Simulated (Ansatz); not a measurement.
Question: Name crystals whose electron conductivity mass lies between 0.27 and 0.42 mₑ and whose band gap lies between 1.46 and 2.3 eV, by r2SCAN with spin-orbit coupling, rigid bands run with Ansatz (a program for electronic structure).

Answer: Many crystals can fit; among those computed here:
- GaP (F-43m): 0.34 mₑ, 1.82 eV
- BeTe (F-43m): 0.38 mₑ, 2.09 eV

Masses are for dilute carriers at 300 K, harmonic means over directions unless an axis is named.
